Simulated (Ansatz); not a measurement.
Ti on the 1x1 (110) surface of bcc Ta, one in a 2x2 cell, energies for each (31.2 Å²). Energies are against an atom of hcp Ti, without zero-point or thermal terms; each row is named by its start.

Computed with PBE (plane waves to 420 eV, PAW; Ansatz, a program for electronic structure).

Slab: 17 atoms, 6.8 Å thick at the start under the adsorbate (thin: gaps and levels are the slab's own); k 5x5x1, smearing 0.1 eV, dipole-corrected; 8 atoms held, the rest relaxed; each run with such symmetry as its start has; spin-polarised, no spin-orbit, no U, no dispersion correction.

A negative adsorption energy means that the adsorbate is more stable on the surface than in its reference. Starts that drift may end in the same place. Heights count from the host atoms within 0.3 Å of the top one.

| starting site | E_ads (eV) | height (Å) | nearest host atom (Å) | bonded to | Δ work function (eV) | lateral drift (Å) | moment (μB) |
|---|---|---|---|---|---|---|---|
| top Ta | … | 2.00 | Ta 2.31 | 5 Ta | -1.73 | 0.0 | 1.4 |
| hollow Ta-Ta-Ta | 0.63 | 1.88 | Ta 2.61 | 4 Ta | -1.64 | 0.6 | 0.9 |
| bridge Ta-Ta (span 2.9 Å) | 0.98 | 2.03 | Ta 2.55 | 4 Ta | … | 0.0 | 1.4 |
| bridge Ta-Ta (span 3.3 Å) | 0.63 | 1.89 | Ta 2.61 | 4 Ta | -1.64 | 0.0 | 0.9 |

Problem. Some entries are withheld; supply them.

Solution. 
- top Ta, E_ads (eV): 1.29
- bridge Ta-Ta (span 2.9 Å), Δ work function (eV): -1.77
